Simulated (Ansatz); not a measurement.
Worked example: self-consistent single point of a (111) slab of CaIr2 (cut from a parent of space group no. 227; 12 atoms in the cell) in Ansatz (a program for electronic structure).

Method of the run: PBEsol, default PAW files made with PBE (plane waves; Ansatz).

```yaml
crystal:
  lattice:
    - [5.35989, 0.00000, 0.00000]
    - [2.67995, 4.64180, 0.00000]
    - [0.00000, 0.00000, 21.11149]
  atoms:
    - { symbol: Ca, position: [0.14306, 0.14306, 0.33157] }
    - { symbol: Ca, position: [0.47640, 0.47640, 0.38340] }
    - { symbol: Ca, position: [0.47640, 0.47640, 0.53887] }
    - { symbol: Ca, position: [0.80973, 0.80973, 0.59069] }
    - { symbol: Ir, position: [0.80973, 0.80973, 0.35748] }
    - { symbol: Ir, position: [0.97640, 0.97640, 0.46113] }
    - { symbol: Ir, position: [0.97640, 0.47640, 0.46113] }
    - { symbol: Ir, position: [0.47640, 0.97640, 0.46113] }
    - { symbol: Ir, position: [0.14306, 0.14306, 0.56478] }
    - { symbol: Ir, position: [0.30973, 0.30973, 0.66843] }
    - { symbol: Ir, position: [0.30973, 0.80973, 0.66843] }
    - { symbol: Ir, position: [0.80973, 0.30973, 0.66843] }
```

Reference input (self-consistent single point, DFT, PBEsol, plane waves, default PAW files made with PBE): basis.ecutwfc = 420 eV; kpoints.mp_grid.grid = 5 5 1; hamiltonian.xc = pbesol; hamiltonian.pseudopotentials = {kind: paw} (the program's default PAW files); scf.occupations.method = fermi_dirac; scf.occupations.width = 0.1 eV. This run's input differs from it in these lines:

Ansatz 0.2 input:
```diff
@@ -20,3 +20,3 @@
 basis:
-  ecutwfc: 420.0
+  ecutwfc: 505.0
 kpoints:
```

The program printed (abridged):

```
SCF iter   1: F=—  HF=-101565.955964 eV  |F-HF|=—  |Δ(HF+E_count)|=         —  Δρ=2.23e-2  dr2=4.68e1  ethr=1.77e-3  ⟨swp⟩=11.2  Hψ=2672  notcnv=0  defer=3
all-band conjugate gradients solve this SCF's bands
preconditioner: auto → LDOS
SCF iter   2: F=—  HF=-101565.431160 eV  |F-HF|=—  |Δ(HF+E_count)|=   5.25e-1  Δρ=1.02e-2  dr2=4.47e0  ethr=1.77e-3  ⟨swp⟩=2.8  Hψ=764  notcnv=0  defer=8
   [... lines left out ...]
SCF iter   8: F=—  HF=-101565.219746 eV  |F-HF|=—  |Δ(HF+E_count)|=   9.49e-7  Δρ=1.38e-5  dr2=3.35e-6  ethr=1.26e-8  ⟨swp⟩=2.0  Hψ=731  notcnv=0  defer=8
SCF iter   9: F=—  HF=-101565.219748 eV  |F-HF|=—  |Δ(HF+E_count)|=   2.81e-6  Δρ=6.07e-6  dr2=4.78e-7  ethr=1.90e-9  ⟨swp⟩=2.0  Hψ=749  notcnv=0  defer=8
SCF iter  10: F=—  HF=-101565.219749 eV  |F-HF|=—  |Δ(HF+E_count)|=   6.75e-7  Δρ=2.66e-6  dr2=1.12e-7  ethr=5.68e-11  ⟨swp⟩=13.8  Hψ=2450  notcnv=0
SCF iter  11: F=-101565.219749 eV  HF=-101565.219749 eV  |F-HF|=4.81e-8  |Δ(HF+E_count)|=   2.15e-8  Δρ=1.26e-6  dr2=1.46e-8  ethr=5.68e-11  ⟨swp⟩=5.2  Hψ=1770  notcnv=0
SCF 1 converged in 11 iterations: F = -101565.219749 eV  dr2 = 1.46e-8
Free energy (F): -101565.219749 eV
Internal energy: -101564.767972 eV  (E = F + TS)
E sigma→0 (E₀):  -101564.993861 eV
Entropy (-TS):   -0.451777 eV (-37.648 meV/atom)
Fermi energy:    4.298180 eV
--- Forces (eV/Å), atoms counted from 1 ---
  atom   1  Ca     0.00000000    -0.00000000     0.13938835
  atom   2  Ca     0.00000000     0.00000000     0.52601033
  atom   3  Ca    -0.00000000    -0.00000000     0.27109097
  atom   4  Ca     0.00000000     0.00000000     0.80525984
  atom   5  Ir    -0.00000000    -0.00000000     0.92009246
  atom   6  Ir    -0.37076241    -0.21405977    -0.00836230
  atom   7  Ir    -0.00000000     0.42811955    -0.00836230
  atom   8  Ir     0.37076241    -0.21405977    -0.00836230
   [... lines left out ...]
  atom  12  Ir    -0.16490694     0.09520906    -0.63238295
--- Stress (GPa, compression-positive) ---
       -5.418485       0.000000      -0.000000
       -0.000000      -5.418485       0.000000
        0.000000       0.000000      -3.234024
  P = ⅓ Tr σ = -4.6903 GPa (-46.903 kbar)
  The stress holds the Pulay correction. Without it, at fixed plane waves, as pw.x and ABINIT print it: P = -4.7002 GPa
```

The run converged in 11 iterations. Against the reference run the free energy drops by 1.3 meV/atom and the largest force hardly changes (0.918 to 0.920 eV/Å).

The starting cell comes from a database of computed structures (which also holds hypothetical and non-ambient phases and stackings), without a prior relaxation at this level. The slab is cut from that crystal, and its faces are unrelaxed. Its lattice was rescaled by up to half a per cent. Spin-orbit coupling is off. Spin polarisation is off. The two faces of this cut differ, and no dipole correction was used.

Cost on one core of a shared machine: roughly 40 s.
